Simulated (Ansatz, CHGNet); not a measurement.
# Volume per atom of AlB2-type HfB2: levels of theory against measurement

Reference value: 9.91 Å³/atom (measured, room temperature, no zero-point or thermal correction; as tabulated in Burrage et al. (2022), doi:10.3390/ma15082762).

```tsv
level (code)	value (Å³/atom)	difference (%)
CHGNet-r²SCAN	9.86	-0.5
PBE (Ansatz)	9.96	+0.5
rVV10 (Ansatz)	10.02	+1.1
r²SCAN-D4 (Ansatz)	9.80	-1.1
HSE06 (Ansatz)	9.87	-0.4
```

The reference is not for a static lattice or low temperature, so close values are not ranked against it.

The reference isn't brought to a static lattice, while the calculations are for one, so the differences are not the levels' errors alone. A static lattice is as a rule a little smaller than the measured one.  Density-functional levels without +SOC have no spin–orbit coupling. HSE06: exact exchange on metals is sensitive to the k mesh and can open a false gap. HSE06: the run warned that the count of filled bands differs between k points. Cutoffs and k meshes differ between the levels. Ansatz's density-functional and Hartree–Fock values are scalar-relativistic unless marked +SOC, with PAW data made under PBE.

Machine-learned potentials (CHGNet-r²SCAN) are trained on DFT data: a solid inside that data is no test of them.

Differences are worked out from the printed values.

Ansatz is an electronic-structure program.
